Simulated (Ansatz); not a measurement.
The reference is GaN in the zinc blende structure (space group F-43m, No. 216; a = 4.498 Å).

Levels (all Ansatz, a program for electronic structure, PAW, earlier PAW set): r2SCAN (500 eV, spin-orbit coupling left out); HSE06+SOC (420 eV, spin-orbit coupling included).

Its gap is 2.17 eV with r2SCAN and 2.99 eV with HSE06+SOC.

One thing is altered: a hydrostatic pressure of 10 GPa.

With r2SCAN the gap becomes 2.48 eV.

### Question
If the HSE06+SOC correction stayed the same, what would the HSE06+SOC gap be, and what does the HSE06+SOC run give?

### Answer
A rigid correction of +0.82 eV gives 3.30 eV. The HSE06+SOC run gives 3.33 eV, so the two effects roughly add.

Single points use the geometry relaxed with r2SCAN. Differences between runs with and without spin-orbit coupling are approximate. Load acts through the strain it causes; cell and atoms are relaxed under it. Whether these cells are dynamically stable was not tested. Tetrahedral semiconductors of this kind turn to denser phases somewhere between about 1 and 50 GPa; those were not computed, so compressed cells here can lie past the real transition. This is not the structure that GaN has at room temperature and ambient pressure.
